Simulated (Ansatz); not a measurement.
Given:

End structure of the (21-32) surface of hcp Ru in its 1x1 cell, outermost plane spacing 0.27 Å in the ideal cut (one of several cuts of this face):

```yaml
crystal:
  lattice:
    - [5.08294, 0.00000, 0.00000]
    - [2.16886, 6.58410, 0.00000]
    - [0.00000, 0.00000, 26.50000]
  atoms:
    - { symbol: Ru, position: [0.07194, 0.73497, 0.31551] }
    - { symbol: Ru, position: [0.30921, 0.02579, 0.32336] }
    - { symbol: Ru, position: [0.77668, 0.10698, 0.34143] }
    - { symbol: Ru, position: [0.00910, 0.39252, 0.35135] }
    - { symbol: Ru, position: [0.47057, 0.49169, 0.36900] }
    - { symbol: Ru, position: [0.69834, 0.78344, 0.38120] }
    - { symbol: Ru, position: [0.16425, 0.86823, 0.40132] }
    - { symbol: Ru, position: [0.39385, 0.16261, 0.41150] }
    - { symbol: Ru, position: [0.86059, 0.24353, 0.43320] }
    - { symbol: Ru, position: [0.09363, 0.53578, 0.44245] }
    - { symbol: Ru, position: [0.55749, 0.62136, 0.46375] }
    - { symbol: Ru, position: [0.78878, 0.91414, 0.47428] }
    - { symbol: Ru, position: [0.25072, 0.00097, 0.49510] }
    - { symbol: Ru, position: [0.48386, 0.29286, 0.50490] }
    - { symbol: Ru, position: [0.94580, 0.37970, 0.52572] }
    - { symbol: Ru, position: [0.17709, 0.67247, 0.53625] }
    - { symbol: Ru, position: [0.64095, 0.75806, 0.55755] }
    - { symbol: Ru, position: [0.87399, 0.05031, 0.56680] }
    - { symbol: Ru, position: [0.34073, 0.13123, 0.58850] }
    - { symbol: Ru, position: [0.57033, 0.42560, 0.59868] }
    - { symbol: Ru, position: [0.03624, 0.51040, 0.61880] }
    - { symbol: Ru, position: [0.26401, 0.80214, 0.63100] }
    - { symbol: Ru, position: [0.72548, 0.90132, 0.64865] }
    - { symbol: Ru, position: [0.95790, 0.18685, 0.65857] }
    - { symbol: Ru, position: [0.42537, 0.26804, 0.67664] }
    - { symbol: Ru, position: [0.66264, 0.55887, 0.68449] }
```

Set-up: 26 atoms, 10.1 Å thick at the start (thin: gaps and levels are the slab's own); mesh 8x6x1; 0.1 eV smearing; dipole correction on; single point; on the structure that PBE left under its start's symmetry; no spin, no spin-orbit, no U.

Predict the work function of the top face from r2SCAN, at the PBE geometry (Ansatz, a first-principles code).

4.52 eV

Estimate the surface energy (mean of both faces) that r2SCAN, at the PBE geometry returns for this input.

3.50 J/m^2
